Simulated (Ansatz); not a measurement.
Base system: MnO in the rock salt structure (space group Fm-3m, No. 225; a = 4.477 Å; ferromagnetic).

Calculations: PBEsol+U (U_eff on d states: Mn 3.90 eV), PAW, 420 eV (Ansatz, a quantum-chemistry and plane-wave program; spin-orbit coupling left out).

For the base:

```
Quantity            Value
---------------  --------
Volume per atom  11.22 Å³
```

The change: the non-magnetic state is imposed and the cell is relaxed again.

Estimate the effect on the volume per atom.

The volume per atom shrinks by 2.62 Å³, from 11.22 Å³ to 8.60 Å³.

The magnetic state is the one reached from the starting moments; the real material's order can differ, and small cells can't hold many antiferromagnetic ones. Whether these cells are dynamically stable was not tested. Spin-polarised in the final run: base; the other runs are not. In its common phase, real MnO is an antiferromagnetic insulator at low temperature. The U values are a database's picks, fitted on other projectors than the ortho-atomic ones used here.
